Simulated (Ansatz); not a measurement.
# How the equilibrium lattice constant a of HfN (model structure, started from the CoSn type, P6/mmm, No. 191, 6 atoms in the cell) moves with the method

No measured value is used here.

```
level (code)         value (Å)
-------------------  ---------
PBE (Ansatz)             5.504
PBEsol (Ansatz)          5.433
PBE-D3(BJ) (Ansatz)        ___
```

Problem. What belongs in the gaps?

Solution. 
- PBE-D3(BJ) (Ansatz, a quantum-chemistry and plane-wave program), value (Å): 5.457

Density-functional levels without +SOC have no spin–orbit coupling. Ansatz's density-functional and Hartree–Fock values are scalar-relativistic unless marked +SOC, with PAW data made under PBE.

A model structure was made by putting elements into a prototype or built by hand; it is no filed structure, need not be a known phase, and can be a saddle point held by its symmetry.
